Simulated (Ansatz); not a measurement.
SiO2 (model structure, started from the tetragonal ZrO2 type, P4₂/nmc, No. 137, 6 atoms in the cell)

Calculation: LDA in Ansatz (PAW).

Settings: plane-wave cutoff 520 eV, 10×10×8 k mesh (along the axes of the cell as run), Fermi–Dirac smearing 0.01 eV, scalar-relativistic PAW data made under PBE.

Cell (relaxed at this level):

```
O2Si
1.0
    2.81869     0.00000     0.00000
    0.00000     2.81869     0.00000
    0.00000     0.00000     7.69853
Si O
2 4
Direct
  0.00000   0.00000   0.00000
  0.50000   0.50000   0.50000
  0.00000   0.50000   0.10804
  0.00000   0.50000   0.60804
  0.50000   0.00000   0.39196
  0.50000   0.00000   0.89196
```

```json
{
  "band_gap": "5.16 eV (indirect)",
  "smallest_direct_gap_on_the_k_points_sampled": "5.53 eV"
}
```

Note: the relaxation could raise the start's symmetry but not lower it, so the cell can be a saddle point.

Static lattice: no zero-point or thermal effects.

Cost on a shared machine: very roughly 18 core-seconds.

A model structure was made by putting elements into a prototype or built by hand; it is no filed structure, need not be a known phase, and can be a saddle point held by its symmetry.

Ansatz is a first-principles code.
